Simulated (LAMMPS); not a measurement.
LAMMPS 22 Jul 2025, classical MD, EAM (W_zhou.eam.alloy): W, 1024000 atoms.

```yaml
task: MD, nve
potential: EAM, W_zhou.eam.alloy
copies_of_the_repeat_unit: 80×80×80
shape (slab and sphere leave vacuum in the box): bulk
temperature: 800 K
steps: 200
timestep: 2 fs
neighbor_skin: 2 Å
neigh_modify: every 1 delay 0 check yes
thermo: 100
newton: on (default)
atom_modify sort (bins of 2 Å where set): 1000 (default)
comm_style: brick (default)
box: 253.2 × 253.2 × 253.2 Å
start: generated bcc lattice, warmed in an untimed run
compared_values: energy and forces of the first step, drift over the run
```

It runs on a single node (Arm Neoverse V2, 96 cores on 1 socket, no SMT, 1 L3 cache group).

Each time is the median wall time of two to five repeats, run one at a time on the otherwise empty machine; start-up is included. Unless noted, each process is bound to its own block of adjacent cores. The build: PyPI wheel: MPICH, OPENMP and OPT packages; another build can shift the numbers. Scratch files lie in a memory file system. A preparatory run goes ahead and isn't timed.

Started as
```bash
# ahead of the timed run: OMP_NUM_THREADS=1 mpirun -np 48 lmp -in in.warm -log none -nocite
OMP_NUM_THREADS=1 mpirun -np 32 lmp -in in.lmp -log log.lammps -nocite
```
(32 ranks, skin = 2 Å) it takes 17 s and 0 neighbour list builds.

Question: Predict the time once the run is changed to skin = 0.2 Å.

Answer: About 14 s (3 runs within 1 %): 1.2× as fast. List entries an atom go from 131 to 70, Neigh from 0 to 2 s and Pair from 16 to 11 s. Neighbour list builds go from 0 to 39. Change in the result: energy equal as printed, forces on 48 atoms equal as printed, drift of the total energy equal as printed.
